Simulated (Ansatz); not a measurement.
# TiC in the rock salt structure (space group Fm-3m, No. 225)

```
CELL_PARAMETERS angstrom
      0.00000     2.14666     2.14666
      2.14666     0.00000     2.14666
      2.14666     2.14666     0.00000
ATOMIC_POSITIONS crystal
  C  0.00000 0.00000 0.00000
  Ti 0.50000 0.50000 0.50000
```

Method: Kohn–Sham DFT with the PBEsol functional, run in Ansatz (a quantum-chemistry and plane-wave program) with PAW and 420 eV plane waves, spin-orbit coupling left out. Γ-centred 19×19×19 mesh, Fermi–Dirac width 0.05 eV.

```yaml
volume_per_atom: 9.89 Å³
density: 5.03 g/cm³
band_gap: zero
total_energy: -1361.210 eV/atom (σ→0; compares only within this code and set-up)
```

Stability against distortions was not tested. The final runs are not spin-polarised.
